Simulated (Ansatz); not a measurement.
Base system: HfSi2 (space group Cmcm, No. 63).

```
CELL_PARAMETERS angstrom
      1.82513    -7.17483     0.00000
      1.82513     7.17483     0.00000
      0.00000     0.00000     3.63523
ATOMIC_POSITIONS crystal
  Si 0.94476 0.05524 0.75000
  Si 0.05524 0.94476 0.25000
  Si 0.24986 0.75014 0.75000
  Si 0.75014 0.24986 0.25000
  Hf 0.60474 0.39526 0.75000
  Hf 0.39526 0.60474 0.25000
```

Cartesian axes are those of the cell as printed.

Calculations: PBEsol (Ansatz, a quantum-chemistry and plane-wave program), scalar-relativistic without spin-orbit coupling.

Base values:

```
Item                            Result
-----------------------------  -------
Pressure                       0.0 GPa
Shortest interatomic distance  2.412 Å
```

The change: the cell is stretched by 0.65 % along x with no lateral relaxation, atoms relaxed at fixed cell.

**Question.** Predict the new energy relative to the base.

**Answer.** The energy increases by 0.5 meV/atom.

**Question.** Estimate the effect on the pressure.

**Answer.** The pressure (mean of the normal stresses, compression positive) goes from zero to -0.9 GPa.

**Question.** How does this affect the shortest interatomic distance?

**Answer.** The shortest interatomic distance grows by 0.0036 Å to 2.415 Å.

Without a gap, meshes like the base's 13×13×13 leave anisotropic stresses uncertain by several tenths of a GPa, and small strain energies with them. The cells carry an imposed strain or load. Stability against distortions was not tested. The final runs are not spin-polarised.
